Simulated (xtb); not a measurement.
xtb 6.7.1, GFN2-xTB: Mn(Cl)(hfac) (FC(F)(F)C1=CC(=[O]->[Mn]([Cl])[O]1)C(F)(F)F), charge 0, multiplicity 6, 16 atoms. The geometry is a generated start, not checked to be a minimum at this level.

```yaml
run_flags: --grad
method: GFN2-xTB
"--acc": 1 (default)
"--etemp (K)": 300 (default)
basis_functions: 73
valence_electrons: 89
```

```xyz
16

Mn    -1.0556     2.4562    -0.0992
Cl    -1.3286     4.4419    -0.0238
F     -1.8798    -0.8506     2.6652
C     -0.5815    -0.9397     2.3543
F     -0.3237    -2.2239     2.0959
F      0.1118    -0.6123     3.4515
C     -0.2317    -0.0067     1.1840
C      0.4174    -0.5339     0.0670
C      0.4844     0.2079    -1.1151
C      0.9292    -0.5547    -2.3757
F      1.0067     0.2375    -3.4382
F      2.1297    -1.1220    -2.1991
F      0.0773    -1.5493    -2.6776
O      0.1342     1.4166    -1.2633
O     -0.6380     1.1921     1.3055
H      0.7480    -1.5590     0.0686
```

Charge 0 and multiplicity 6 are set for this test and not shown to be the ground state. GFN-xTB has no spin term: --uhf 5 sets the occupations alone.

One run each on 1 thread. Values of broydamp tried: 0.02, 0.05, 0.1, 0.2, 0.4 (default), 0.6, 0.8, 1.

Question: Predict the course of the SCC iterations along this series.

Answer: Fewest SCC iterations, within one of each other: 0.2 with 21, 0.4 (default) with 20, 0.6 with 20. The count rises to 31 at 0.02. All converge to one solution.

```tsv
broydamp	SCC iterations	end
0.02	31	same solution
0.05	26	same solution
0.1	23	same solution
0.2	21	same solution
0.4 (default)	20	same solution
0.6	20	same solution
0.8	22	same solution
1	25	same solution
```
